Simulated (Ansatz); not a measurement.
What isotropic strain −3.00 % does to KCl

Base system: KCl in the rock salt structure (space group Fm-3m, No. 225; a = 6.2427 Å).

It is then changed as follows: every lattice vector is shortened by 3.00 %; the atoms relax in the strained cell.

Calculations: Ansatz (a first-principles code) PBEsol, no SOC. Settings: 9×9×9 k-points, 0.05 eV Fermi–Dirac smearing.

```tsv
quantity	base	changed	shift
volume per atom	30.41 Å³	27.76 Å³	-2.656 Å³
space group	Fm-3m (No. 225)	Fm-3m (No. 225)	–
shortest interatomic distance	3.121 Å	3.028 Å	-0.0936 Å
energy relative to the base (free energy F)	0 meV/atom	+16 meV/atom	+16 meV/atom
pressure	0.01 GPa	2.13 GPa	+2.12 GPa
band gap	5.10 eV	5.42 eV	+0.32 eV
gap character	direct at Γ	direct at Γ	–
mean gap deformation potential ΔEg/Δln V	–	-3.5 eV	–
width of the top valence band	0.50 eV	0.55 eV	+0.05 eV
electron mass	0.43 mₑ (at Γ)	0.42 mₑ (at Γ)	–
valley order (the lowest conduction-band minima on the path, energy above the VBM, named in the base's zone)	Γ 5.10 eV; X along ⟨100⟩ 6.37 eV	Γ 5.42 eV; X along ⟨100⟩ 6.24 eV	–
```

Cost of the whole job for the changed cell (relaxation, final SCF and bands): about 8 core-seconds (a rough figure).

Masses are band curvatures over ±0.01 Å⁻¹ around the edge. Gaps are read on the SCF mesh and a high-symmetry path. No phonon test of stability was made.
